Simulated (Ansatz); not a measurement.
SiTe2 (model structure, started from the rutile type, P4₂/mnm, No. 136, 6 atoms in the cell) was calculated with LDA (PAW; Ansatz, an electronic-structure program).

Numerical settings: plane-wave cutoff 520 eV, 10×10×14 k mesh (along the axes of the cell as run), Fermi–Dirac smearing 0.05 eV, scalar-relativistic PAW data made under PBE.

Cell (relaxed at this level):

```yaml
crystal:
  lattice:
    - [6.36182, 0.00000, 0.00000]
    - [0.00000, 6.36182, 0.00000]
    - [0.00000, 0.00000, 3.95866]
  atoms:
    - { symbol: Si, position: [0.00000, 0.00000, 0.00000] }
    - { symbol: Si, position: [0.50000, 0.50000, 0.50000] }
    - { symbol: Te, position: [0.29951, 0.29951, 0.00000] }
    - { symbol: Te, position: [0.79951, 0.20049, 0.50000] }
    - { symbol: Te, position: [0.20049, 0.79951, 0.50000] }
    - { symbol: Te, position: [0.70049, 0.70049, 0.00000] }
```

**Question.** Predict the bulk modulus.

**Answer.** 
- bulk modulus: 57.9 GPa

The run finds no gap.

Note: the bulk modulus is −V dP/dV from two relaxed cells at ±2 % in volume; the relaxation could raise the start's symmetry but not lower it, so the cell can be a saddle point.

Spin–orbit coupling is not included; it can open a gap where bands touch, and shift volumes and moduli.

Computed values are for the static lattice.

Computing time: very roughly 9 core-minutes.

A model structure was made by putting elements into a prototype or built by hand; it is no filed structure, need not be a known phase, and can be a saddle point held by its symmetry.
